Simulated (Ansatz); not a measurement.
```
Be
1.0
    2.26264     0.00000     0.00000
   -1.13132     1.95951     0.00000
    0.00000     0.00000     3.53934
Be
2
Direct
  0.33333   0.66667   0.75000
  0.66667   0.33333   0.25000
```

Q: What linear thermal expansion coefficients do quasi-harmonic approximation on PBEsol in Ansatz (a first-principles code) give at 550 K, and what isobaric heat capacity per mole of formula units and Grüneisen parameter?

A: α in the basal plane = 16.9 × 10⁻⁶ K⁻¹; α along c = 13.2 × 10⁻⁶ K⁻¹; C_P = 22.5 J/(mol K); γ = 1.19. The crystal is held in this phase throughout; melting and phase transitions are not modelled.
